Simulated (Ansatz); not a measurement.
Take ZnS in the zinc blende structure (space group F-43m, No. 216; a = 5.443 Å) as the base.

Computed with PBE in Ansatz (plane waves to 420 eV, PAW, no SOC).

Base values:

```
Quantity                Value
-------------  --------------
Band gap              2.02 eV
Electron mass  0.17 mₑ (at Γ)
Pressure             0.01 GPa
```

Now apply this change: an isotropic linear strain of −1.50 %; the atoms relax in the strained cell.

Question: What happens to the band gap?

Answer: The band gap goes up by 0.197 eV, from 2.02 eV to 2.21 eV.

Question: Estimate the effect on the electron mass.

Answer: The electron mass goes from 0.17 mₑ (at Γ) to 0.18 mₑ (at Γ).

Question: Predict the new pressure.

Answer: The pressure rises by 3.486 GPa to 3.49 GPa.

Effective masses come from finite differences of ±0.01 Å⁻¹. No phonon test of stability was made.

Ansatz is a quantum-chemistry and plane-wave program.
